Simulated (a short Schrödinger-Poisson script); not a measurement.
Structure: MOS inversion layer, Al2O3 on p-type Si(100), at 300 K.

| layer | material | thickness (nm) | Na (cm⁻³) |
|---|---|---|---|
| 1 | Al2O3 | 5.7 | - |
| 2 | Si | 330 | 1.7e18 |

Constants are typed, rounded textbook-type inputs, not results; the design itself was drawn at random and stands for no fabricated device. Al2O3: permittivity 9, conduction-band edge (eV) 2.7, gap (eV) 6.8, electron mass (mₑ) 0.3. Si: permittivity 11.7, conduction-band edge (eV) 0, gap (eV) 1.124, Nv at 300 K (cm⁻³) 3.1e19.

Channel valleys (confinement mass, in-plane density-of-states mass, number): Δ2 0.916, 0.19, 2; Δ4 0.19, 0.417, 4. At the gate the conduction-band edge of layer 1 lies 3.27 eV − eVg above the Fermi level of the channel; the field vanishes at the back. Gaps are held at their typed values at every temperature. Mesh 0.03 nm at interfaces.

From a short Schrödinger-Poisson script (our own, NumPy): 1D Poisson equation in equilibrium, electrons quantum, Hartree (BenDaniel-Duke, 12 states a valley, the channel's in-plane mass for all, wave functions free to enter the dielectric), parabolic valleys, classical holes, full ionisation, no traps, pinning or gate leakage.

The same stack at other levels of the model or other numerical settings:

| run | sheet density of all electrons at Vg = 2.6 V (cm⁻²) | sheet density of all electrons at Vg = 1.4 V (cm⁻²) | capacitance at Vg = 2.6 V (μF/cm²) | centroid of the channel electrons at Vg = 2.6 V (nm) | rough cost against the base |
|---|---|---|---|---|---|
| base | 1.00e13 | 1.22e12 | 1.23 | 1.12 | about 1 |
| electrons treated as classical, Boltzmann | … | 2.21e12 | 1.36 | 0.24 | 0.04 |
| electrons treated as classical, Fermi-Dirac | … | … | 1.30 | 0.41 | 0.2 |
| mesh six times as coarse | 1.00e13 | 1.22e12 | 1.23 | 1.11 | 0.3 |
| one subband a valley | 1.00e13 | 1.22e12 | 1.23 | 1.11 | 0.4 |

Problem. What belongs in the gaps?

Solution. 
- electrons treated as classical, Fermi-Dirac, sheet density of all electrons at Vg = 1.4 V (cm⁻²): 2.12e12
- electrons treated as classical, Fermi-Dirac, sheet density of all electrons at Vg = 2.6 V (cm⁻²): 1.15e13
- electrons treated as classical, Boltzmann, sheet density of all electrons at Vg = 2.6 V (cm⁻²): 1.21e13

The classical rows ignore confinement, and Boltzmann statistics overrate the density once the band edge passes the Fermi level.
